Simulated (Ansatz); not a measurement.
**Ag (model structure, I4₁/amd, No. 141, 2 atoms in the cell)**

Method: r²SCAN (plane waves, PAW; Ansatz, an electronic-structure program).

Numerical settings: plane-wave cutoff 560 eV, 22×22×22 k mesh, Fermi–Dirac smearing 0.05 eV, no spin polarisation, scalar-relativistic PAW data made under PBE.

Cell (relaxed at this level):

```
CELL_PARAMETERS angstrom
     -2.63168     2.63168     1.37581
      2.63168    -2.63168     1.37581
      2.63168     2.63168    -1.37581
ATOMIC_POSITIONS crystal
  Ag 0.00000 0.00000 0.00000
  Ag 0.75000 0.25000 0.50000
```

```json
{
 "band_gap": "none",
 "bulk modulus B0": "85.7 GPa"
}
```

Note: the bulk modulus is −V dP/dV from two relaxed cells at ±2 % in volume; the relaxation could raise the start's symmetry but not lower it, so the cell can be a saddle point.

Spin–orbit coupling is not included.

Computed values are for the static lattice.

Cost on a shared machine: roughly 4 core-minutes.

A model structure was made by putting elements into a prototype or built by hand; it is no filed structure, need not be a known phase, and can be a saddle point held by its symmetry.
